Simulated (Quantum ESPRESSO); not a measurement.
**A short convergence ladder for Tl2Pd (P1, 6 atoms in the cell)**

```yaml
crystal:
  lattice:
    - [4.43625, -3.39313, 0.00000]
    - [4.43625, 3.39313, 0.00000]
    - [-3.74448, 0.00000, 4.43832]
  atoms:
    - { symbol: Tl, position: [0.50474, 0.83692, 0.17771] }
    - { symbol: Tl, position: [0.50001, 0.16783, 0.83356] }
    - { symbol: Tl, position: [0.16783, 0.50001, 0.33356] }
    - { symbol: Tl, position: [0.83217, 0.49999, 0.66644] }
    - { symbol: Pd, position: [0.00080, 0.99920, 0.25000] }
    - { symbol: Pd, position: [0.99920, 0.00080, 0.75000] }
```

Base method: PBEsol, GBRV 1.5 ultrasoft (PBESOL) pseudopotentials (plane waves; Quantum ESPRESSO).

Base settings: ecutwfc = 40 Ry; ecutrho = 320 Ry; occupations = smearing; smearing = fermi-dirac; degauss = 0.0073499 Ry; potentials = {Tl: tl_pbesol_v1.2.uspp.F.UPF, Pd: pd_pbesol_v1.4.uspp.F.UPF}; K_POINTS = automatic 3 3 4 0 0 0; conv_thr = 1e-10 Ry; mixing_beta = 0.7.

The count of work is k-points × plane waves × bands × iterations; it is no time. Core times come from one kind of shared machine, to one figure; runs under 30 s give none.

**The k-point mesh**

Only quantities that move along the ladder and can be compared are tabulated.

```tsv
K_POINTS	free energy less the last step's (meV/atom)	pressure (GPa)	largest difference of a force vector from the last step's (eV/Å)	count of work / last	core time / last (rough)
automatic 1 1 2 0 0 0	718.12	0.93	1.356	0.12	0.5
automatic 2 2 3 0 0 0	42.72	-2.70	0.176	0.45	0.7
automatic 3 3 3 0 0 0	-18.23	-3.86	0.074	0.85	1
automatic 3 3 4 0 0 0	0.00	-3.44	0.000	1.0	1
```

Coarsest K_POINTS that holds the free energy within 5 meV/atom: not settled: the last two steps still differ by 18 meV/atom, over half the tolerance, so the ladder does not show it.

Coarsest K_POINTS that holds the pressure within 1 GPa of the last step, with all finer ones: automatic 2 2 3 0 0 0; the step before is off by 4.4 GPa.

Coarsest K_POINTS that holds the forces within 0.02 eV/Å: not settled: the last two steps still differ by 0.074 eV/Å, over half the tolerance, so the ladder does not show it.

On the base run: the starting cell comes from a database of computed structures (which also holds hypothetical and non-ambient phases and stackings), without a prior relaxation at this level. Its lattice was rescaled by up to half a per cent. One atom was moved a little off its site on purpose. Spin polarisation is off. In the base run, with a pressure of about -3 GPa the cell is away from its equilibrium volume at this level. Without a gap this mesh is coarse (it stands for a supercell whose shortest vector is 17 Å).
